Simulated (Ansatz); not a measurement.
A self-consistent single point of Be4AlNi (R3m, 6 atoms in the cell) with Ansatz (a program for electronic structure).

Level of theory: PBEsol, default PAW files made with PBE (plane waves; Ansatz).

The change in words: lattice scaled by 0.98; basis.ecutwfc: 420 eV → 460 eV. Reference geometry:
```yaml
crystal:
  lattice:
    - [0.00000, 2.98435, 2.98435]
    - [2.98435, 0.00000, 2.98435]
    - [2.98435, 2.98435, 0.00000]
  atoms:
    - { symbol: Be, position: [0.37846, 0.37846, 0.37846] }
    - { symbol: Be, position: [0.87914, 0.37362, 0.37362] }
    - { symbol: Be, position: [0.37362, 0.37362, 0.87914] }
    - { symbol: Be, position: [0.37362, 0.87914, 0.37362] }
    - { symbol: Al, position: [0.75000, 0.75000, 0.75000] }
    - { symbol: Ni, position: [0.00000, 0.00000, 0.00000] }
```

Reference input (self-consistent single point, DFT, PBEsol, plane waves, default PAW files made with PBE): basis.ecutwfc = 420 eV; kpoints.mp_grid.grid = 10 10 10; hamiltonian.xc = pbesol; hamiltonian.pseudopotentials = {kind: paw} (the program's default PAW files); scf.occupations.method = fermi_dirac; scf.occupations.width = 0.1 eV. This run's input differs from it in these lines:

Ansatz 0.2 input:
```diff
@@ -3,5 +3,5 @@
   lattice:
-    - [0.000000, 2.984353, 2.984353]
-    - [2.984353, 0.000000, 2.984353]
-    - [2.984353, 2.984353, 0.000000]
+    - [0.000000, 2.924666, 2.924666]
+    - [2.924666, 0.000000, 2.924666]
+    - [2.924666, 2.924666, 0.000000]
   atoms:
@@ -14,3 +14,3 @@
 basis:
-  ecutwfc: 420.0
+  ecutwfc: 460.0
 kpoints:
```

The program printed (abridged):

```
SCF iter   1: F=—  HF=-6692.581890 eV  |F-HF|=—  |Δ(HF+E_count)|=         —  Δρ=1.45e-2  dr2=6.70e-2  ethr=1.77e-3  ⟨swp⟩=6.5  Hψ=13686  notcnv=0
all-band conjugate gradients solve this SCF's bands
preconditioner: auto → Kerker (q_TF=auto, 2.491 Å⁻¹)
SCF iter   2: F=—  HF=-6692.571699 eV  |F-HF|=—  |Δ(HF+E_count)|=   1.02e-2  Δρ=4.06e-3  dr2=7.73e-3  ethr=2.31e-4  ⟨swp⟩=2.0  Hψ=3765  notcnv=0  defer=18
   [... lines left out ...]
SCF iter   4: F=—  HF=-6692.569270 eV  |F-HF|=—  |Δ(HF+E_count)|=   4.65e-4  Δρ=2.83e-4  dr2=3.82e-5  ethr=4.18e-6  ⟨swp⟩=2.1  Hψ=3517  notcnv=0  defer=18
SCF iter   5: F=—  HF=-6692.569233 eV  |F-HF|=—  |Δ(HF+E_count)|=   3.70e-5  Δρ=4.32e-5  dr2=7.74e-7  ethr=1.32e-7  ⟨swp⟩=2.5  Hψ=3833  notcnv=0  defer=18
SCF iter   6: F=—  HF=-6692.569233 eV  |F-HF|=—  |Δ(HF+E_count)|=   2.09e-8  Δρ=1.57e-5  dr2=1.28e-7  ethr=3.45e-10  ⟨swp⟩=7.0  Hψ=11474  notcnv=0
SCF iter   7: F=-6692.569233 eV  HF=-6692.569233 eV  |F-HF|=3.94e-9  |Δ(HF+E_count)|=   3.82e-8  Δρ=1.87e-6  dr2=1.46e-9  ethr=3.45e-10  ⟨swp⟩=3.9  Hψ=6575  notcnv=0
SCF 1 converged in 7 iterations: F = -6692.569233 eV  dr2 = 1.46e-9
Free energy (F): -6692.569233 eV
Internal energy: -6692.530177 eV  (E = F + TS)
E sigma→0 (E₀):  -6692.549705 eV
Entropy (-TS):   -0.039056 eV (-6.509 meV/atom)
Fermi energy:    12.080857 eV
--- Forces (eV/Å), atoms counted from 1 ---
  atom   1  Be    -0.43853900    -0.43853900    -0.43853900
  atom   2  Be     0.10109047     0.12539850     0.12539850
  atom   3  Be     0.12539850     0.12539850     0.10109047
  atom   4  Be     0.12539850     0.10109047     0.12539850
  atom   5  Al     0.02903671     0.02903671     0.02903671
  atom   6  Ni     0.05761414     0.05761414     0.05761414
--- Stress (GPa, compression-positive) ---
       11.975932      -0.122176      -0.122176
       -0.122176      11.975932      -0.122176
       -0.122176      -0.122176      11.975932
  P = ⅓ Tr σ = 11.9759 GPa (119.759 kbar)
  The stress holds the Pulay correction. Without it, at fixed plane waves, as pw.x and ABINIT print it: P = 11.9561 GPa
```

The run converged in 7 iterations. Against the reference run the free energy goes up by 21.1 meV/atom, the pressure goes from 1.60 to 11.98 GPa and the largest force goes from 0.698 to 0.760 eV/Å.

The starting cell comes from a database of computed structures (which also holds hypothetical and non-ambient phases and stackings), without a prior relaxation at this level. Its lattice was rescaled by up to half a per cent. One atom was moved a little off its site on purpose. For this run, on top of that: lattice scaled by 0.98. Spin polarisation is off. Ansatz's pressure includes its estimate of the finite-basis (Pulay) stress.
